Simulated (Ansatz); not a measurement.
**Hypothetical diamond Pd: pressure series**

The parent structure is Pd in the diamond structure (space group Fd-3m, No. 227; a = 5.8092 Å; a hypothetical phase, not in the database extracts checked).

Cell and atoms are relaxed at each pressure.

The values are results of Ansatz (a program for electronic structure) PBE, without spin-orbit coupling, not measurements.

```
P (GPa)  V (Å³/atom)
-------  -----------
-2.00         25.332
-1.01         24.898
0.31          24.392
0.72          24.248
1.50          23.982
3.00          23.522
4.99          22.988
7.51          22.407
10.01         21.907
```

A third-order Birch–Murnaghan fit to these points gives V₀ = 24.50 Å³/atom, B₀ = 66 GPa and B₀′ = 5.5. At pressure 10 GPa the volume is 89.4 % of V₀.

Load acts through the strain it causes; cell and atoms are relaxed under it. Whether these cells are dynamically stable was not tested. No other phases were tried under pressure. The final runs are not spin-polarised. Pd lies near a magnetic instability that expansion can trigger; it was not tested. Pd has a high density of states at the Fermi level and may be magnetic at this level.
